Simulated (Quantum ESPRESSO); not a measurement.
# Equation of state of rock-salt HfN (space group 225): energy against volume (Quantum ESPRESSO, LDA)

```
HfN
1.0
    0.00000     2.17210     2.17210
    2.17210     0.00000     2.17210
    2.17210     2.17210     0.00000
Hf N
1 1
Direct
  0.00000   0.00000   0.00000
  0.50000   0.50000   0.50000
```

Level of theory: LDA (PZ), GBRV 1.5 ultrasoft (LDA) pseudopotentials (plane waves; Quantum ESPRESSO 7.5). Settings: ecutwfc = 52 Ry; ecutrho = 416 Ry; occupations = smearing; smearing = fermi-dirac; degauss = 0.0036749 Ry; potentials = {Hf: hf_lda_v1.uspp.F.UPF, N: n_lda_v1.2.uspp.F.UPF}; K_POINTS = automatic 23 23 23 0 0 0; conv_thr = 1e-10 Ry; mixing_beta = 0.3. The cell above is the first row's. The rows scale it uniformly. In all rows fractional positions and the k mesh are held. E is the free energy at the stated smearing, counted from the lowest row.

```
V (Å^3/atom)  E (meV/atom)
------------  ------------
10.248                   ?
10.471               43.32
10.694               18.65
10.916                4.58
11.139                0.00
11.362                3.94
11.585               15.59
11.808               34.18
12.030               58.86
```

The 8 complete rows are fitted with the third-order Birch-Murnaghan form, a cubic in V^(-2/3), E against V. With u = V^(-2/3) - 0.199, the rows have u = 0.009933, 0.007019, 0.004216, 0.001495, -0.001138, -0.003685, -0.006152, -0.008532. Least squares gives E = 1.221 - 1715.61·u + 594752·u² + 470302·u³. Residuals (row less fit): -0.002, 0.007, -0.015, 0.013, -0.003, -0.006, 0.004, -0.001; standard error 0.011 (degrees of freedom: 4). Its minimum lies at u = 0.001440, so V0 = (0.200440)^(-3/2) = 11.14. There d²E/du² = 1194000 and d³E/du³ = 2822000, so B0 = (4/9) × 11.14^(-7/3) × 1194000 × 0.160218 = 306 GPa (the last factor turns the table's units into GPa), and B0' = 4 + (2/3) × 0.200440 × (2822000)/1194000 = 4.3. The program's pressures in the fitted runs (not shown) pass through zero at V = 11.14, 0.06 % from this V0.

Task: Estimate the missing E (V = 10.248); what did the run itself give?

Result: u = 0.012953, so E = 1.221 - 1715.61 × 0.012953 + 594752 × 0.012953² + 470302 × 0.012953³ = 79.808 meV/atom. The calculation gives 79.72 meV/atom, 0.088 meV/atom below the prediction (0.1 % of the range of E in the table). The row lies outside the fitted rows, so this is an extrapolation. From the scatter of the fitted rows alone, a prediction at this place has a standard error of 0.033 meV/atom, so the miss is 2.7 times that.

Carrying the step between the two nearest rows on in a straight line would have given 67.99, off by 11.73; series whose last step already gives the withheld value aren't shown. The scan was laid around a cell of about the measured size, scaled by a guess for this functional. The runs keep the symmetry of the cell, so they don't test it for distortions. Spin-orbit coupling is off. Cutoffs and mesh are single choices, not tested for convergence of this quantity. Series with a scatter that would blur these digits, or in which a gap closes, are not shown. Nor are scans whose minimum lies at an end fitted in this form.
